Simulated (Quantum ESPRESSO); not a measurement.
A self-consistent single point of SnP3 (P1, 8 atoms in the cell) with Quantum ESPRESSO.

Method of the run: PBEsol, GBRV 1.5 ultrasoft (PBESOL) pseudopotentials (plane waves; Quantum ESPRESSO).

The change in words: atoms moved at random. Reference geometry:
```yaml
crystal:
  lattice:
    - [3.77964, -2.18218, 3.69964]
    - [0.00000, 4.36435, 3.69964]
    - [-3.77964, -2.18218, 3.69964]
  atoms:
    - { symbol: Sn, position: [0.74595, 0.74595, 0.74595] }
    - { symbol: Sn, position: [0.25405, 0.25405, 0.25405] }
    - { symbol: P, position: [0.20089, 0.20089, 0.74082] }
    - { symbol: P, position: [0.79910, 0.79910, 0.25918] }
    - { symbol: P, position: [0.74082, 0.20089, 0.20089] }
    - { symbol: P, position: [0.25918, 0.79910, 0.79910] }
    - { symbol: P, position: [0.20089, 0.74082, 0.20089] }
    - { symbol: P, position: [0.79910, 0.25918, 0.79910] }
```

Reference input (self-consistent single point, DFT, PBEsol, plane waves, GBRV 1.5 ultrasoft (PBESOL) pseudopotentials): ecutwfc = 40 Ry; ecutrho = 200 Ry; occupations = smearing; smearing = gaussian; degauss = 0.0073499 Ry; potentials = {Sn: sn_pbesol_v1.4.uspp.F.UPF, P: p_pbesol_v1.5.uspp.F.UPF}; K_POINTS = automatic 4 4 4 0 0 0; conv_thr = 1e-10 Ry; mixing_beta = 0.5. This run's input differs from it in these lines:

```diff
@@ -9,5 +9,3 @@
 &SYSTEM
-    ibrav = 5,
-    A = 5.7214419621,
-    cosAB = 0.127188748827,
+    ibrav = 0,
     nat = 8,
@@ -28,12 +26,16 @@
 ATOMIC_POSITIONS {crystal}
-Sn    0.7459500000    0.7459500000    0.7459500000
-Sn    0.2540500000    0.2540500000    0.2540500000
-P     0.2008950000    0.2008950000    0.7408200000
-P     0.7991050000    0.7991050000    0.2591800000
-P     0.7408200000    0.2008950000    0.2008950000
-P     0.2591800000    0.7991050000    0.7991050000
-P     0.2008950000    0.7408200000    0.2008950000
-P     0.7991050000    0.2591800000    0.7991050000
+Sn    0.7392610000    0.7552360000    0.7523480000
+Sn    0.2551390000    0.2516650000    0.2674950000
+P     0.1983940000    0.2021930000    0.7311480000
+P     0.8004960000    0.7903540000    0.2582940000
+P     0.7404140000    0.2096220000    0.1993570000
+P     0.2537510000    0.8053250000    0.7896410000
+P     0.2047160000    0.7342460000    0.2070870000
+P     0.8078310000    0.2513590000    0.7946300000
 K_POINTS {automatic}
 4 4 4  0 0 0
+CELL_PARAMETERS {angstrom}
+   3.7796420000     2.1821770000     3.6996360000
+  -3.7796420000     2.1821770000     3.6996360000
+   0.0000000000    -4.3643550000     3.6996360000
```

Output (repeated stretches shortened):

```
     Self-consistent Calculation

     iteration #  1     ecut=    40.00 Ry     beta= 0.50

     total energy              =    -410.48756674 Ry
     estimated scf accuracy    <       0.67318293 Ry

     iteration #  2     ecut=    40.00 Ry     beta= 0.50

     total energy              =    -410.67611640 Ry
     estimated scf accuracy    <       0.03820744 Ry

     iteration #  3     ecut=    40.00 Ry     beta= 0.50

     total energy              =    -410.67983448 Ry
     estimated scf accuracy    <       0.00759276 Ry

   [... 9 blocks of this kind left out ...]

     iteration # 13     ecut=    40.00 Ry     beta= 0.50

     total energy              =    -410.68116162 Ry
     estimated scf accuracy    <          1.9E-10 Ry

     iteration # 14     ecut=    40.00 Ry     beta= 0.50
     End of self-consistent calculation

     the Fermi energy is     7.3946 ev

!    total energy              =    -410.68116162 Ry
     estimated scf accuracy    <          1.9E-12 Ry
     smearing contrib. (-TS)   =      -0.00082786 Ry
     internal energy E=F+TS    =    -410.68033376 Ry

     convergence has been achieved in  14 iterations

     Forces acting on atoms (cartesian axes, Ry/au):

     atom    1 type  1   force =     0.00891081    0.00505310   -0.01394044
     atom    2 type  1   force =    -0.00101560    0.01816259   -0.01691486
     atom    3 type  2   force =     0.00929783   -0.01940284    0.01326153
     atom    4 type  2   force =    -0.00999468    0.00909046    0.03198382
     atom    5 type  2   force =     0.03508564    0.00021500   -0.01782056
   [... lines left out ...]

     Total force =     0.084107     Total SCF correction =     0.000005

          total   stress  (Ry/bohr**3)                   (kbar)     P=      -60.03
  -0.00041611   0.00001833   0.00004016          -61.21        2.70        5.91
   0.00001833  -0.00042202  -0.00001607            2.70      -62.08       -2.36
   0.00004016  -0.00001607  -0.00038607            5.91       -2.36      -56.79

   JOB DONE.
```

The run converged in 14 iterations. Against the reference run the free energy rises by 22.7 meV/atom, the pressure goes from -5.74 to -6.00 GPa and the largest force goes from 0.292 to 1.012 eV/Å.

The starting cell comes from a database of computed structures (which also holds hypothetical and non-ambient phases and stackings), without a prior relaxation at this level. Its lattice was rescaled by a random factor within 2.5 % of one. For this run, on top of that: atoms moved at random. With a pressure of about -6 GPa the cell is away from its equilibrium volume at this level. Forces in this geometry exceed 1 eV/Å. The run gives no clean gap (levels at the Fermi energy touch, overlap or are partly filled at this smearing), which alone does not show that the compound is a metal.

Cost on one core of a shared machine: roughly 7 min.
